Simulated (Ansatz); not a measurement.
Total g(r) from a molecular-dynamics run [in the run: one k-point, which a denser mesh shifts by -0.2 GPa in pressure and 0.07 eV/Å in forces]. These are PBE (plane waves, PAW; Ansatz, a first-principles code) values and carry that method's errors.

```
r (Å) | g(r)
     1.02 |  0.00
     1.14 |  0.00
     1.26 |  0.00
     1.38 |  0.00
     1.50 |  0.00
     1.62 |  0.00
     1.74 |  0.00
     1.86 |  0.00
     1.98 |  0.00
     2.10 |  0.00
     2.22 |  0.00
     2.34 |  0.00
     2.46 |  0.00
     2.58 |  0.00
     2.70 | # 0.29
     2.82 | ############################## 6.47
     2.94 | ###################### 4.75
     3.06 | # 0.22
     3.18 | ##### 1.05
     3.30 | ################## 3.79
     3.42 | ####### 1.62
     3.54 |  0.11
     3.66 |  0.00
     3.78 |  0.00
     3.90 |  0.00
     4.02 |  0.00
     4.14 |  0.00
     4.26 |  0.00
     4.38 |  0.00
     4.50 | # 0.22
     4.62 | ############# 2.74
     4.74 | ############### 3.19
     4.86 | ## 0.38
```

Problem. Which system gave this curve?
A) GaN (zinc blende; a metastable form), crystal, 1599 K (so hot that an open crystal may lose its volatile element)
B) Ta (bcc), crystal, 292 K, 1.9 GPa
C) Si15B, liquid, 2078 K
D) ZrO2 (fluorite type; a high-temperature form), crystal, 1914 K

Solution. B, Ta (bcc), crystal, 292 K, 1.9 GPa
